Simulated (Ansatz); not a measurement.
**Effect of Si → Ir on SiSe2**

The reference is SiSe₂ (space group Ibam, No. 72; a = 6.301 Å, b = 9.302 Å, c = 5.856 Å; made of chains).

One thing is altered: every Si is replaced by Ir, then cell and atoms are relaxed.

Method: PBEsol, PAW, 420 eV (Ansatz, a first-principles code; without spin-orbit coupling). Γ-centred 12×12×12 mesh, Fermi–Dirac width 0.05 eV, for the changed cell.

The volume per atom decreases by 5.71 Å³, from 28.60 Å³ to 22.89 Å³ and the density grows by 4.87 g/cm³ to 8.47 g/cm³. The space group is still Ibam (No. 72) and the shortest interatomic distance goes up by 7.4 pm to 236.3 pm. The band gap changes from 1.65 eV to zero.

Whether these cells are dynamically stable was not tested. As relaxed here, IrSe2 is a hypothetical phase, not in the database extracts checked. The final runs are not spin-polarised. No dispersion term is included in the PBEsol runs. IrSe2 has a high density of states at the Fermi level and may be magnetic at this level.
